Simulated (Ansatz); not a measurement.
The structure below was relaxed with Ansatz (a first-principles code), r2SCAN, PAW, cutoff 500 eV, scalar-relativistic without spin-orbit coupling.

```
Zn
1.0
    0.00000     1.92623     1.92623
    1.92623     0.00000     1.92623
    1.92623     1.92623     0.00000
Zn
1
Direct
  0.00000   0.00000   0.00000
```

Task: Find the space group and the Wyckoff positions.

Result: Space group Fm-3m (No. 225); a = b = c = 3.852 Å, α = β = γ = 90.00°

```tsv
atom	site	symmetry	x	y	z
Zn	4a	m-3m	0.0000	0.0000	0.0000
```

Task: Describe the coordination.

Result: The crystal has 4 atoms in its conventional cell. Cell: a = 3.8525 Å, b = 3.8525 Å, c = 3.8525 Å, α = 90.00°, β = 90.00°, γ = 90.00°. Zn is surrounded by 12 Zn at 2.724 Å (cuboctahedral). (Neighbours: up to the widest gap in distance over summed covalent radii, below 1.35, at either atom.)

Stability against distortions was not tested. The cell was made from Ag by this change: Ag → Zn; the result is a model cell, its experimental status unchecked. This is not the structure that Zn has at room temperature and ambient pressure.
